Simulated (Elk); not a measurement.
Band structure of Ti₃Al (P-6m2, 4 atoms in the cell).

```
Ti3Al
1.0
    2.92754     0.00000     0.00000
   -1.46377     2.53532     0.00000
    0.00000     0.00000     9.22636
Ti Al
3 1
Direct
  0.66667   0.33333   0.00000
  0.33333   0.66667   0.75059
  0.33333   0.66667   0.24941
  0.66667   0.33333   0.50000
```

Method: Elk with PBEsol, all-electron FP-LAPW, Elk's shipped species files, APW+lo basis with extra local orbitals.

Settings: xctype = 22; rgkmax = 8; stype = 0; swidth = 0.00499791 Ha; ngridk = 10 10 3; gmaxvr = 14 1/bohr; nxlo = 2; lorbcnd = true; lmaxi = 2; maxscl = 100.

The starting cell comes from a database of computed structures (which also holds hypothetical and non-ambient phases and stackings), without a prior relaxation at this level. Spin polarisation is off. Values depend on the basis (sphere radii, cutoffs, local orbitals), which need not be converged.

Levels in eV from the Fermi level, bands 19 to 26:
```tsv
point	19	20	21	22	23	24	25	26
Γ	-2.47	-0.76	0.48	0.74	0.82	0.82	0.91	0.91
M	-2.09	-1.45	-1.22	-0.65	-0.39	0.90	0.99	1.12
K	-1.41	-1.18	-1.15	-0.71	-0.56	-0.30	-0.10	0.15
A	-3.14	-1.01	0.43	0.77	0.83	0.83	0.91	0.91
L	-2.02	-1.55	-1.21	-0.93	-0.06	0.86	0.88	1.06
H	-1.33	-1.18	-1.17	-0.88	-0.66	-0.09	0.02	0.10
```

Bands cross the Fermi level along this path, so the cell is metallic at this level.
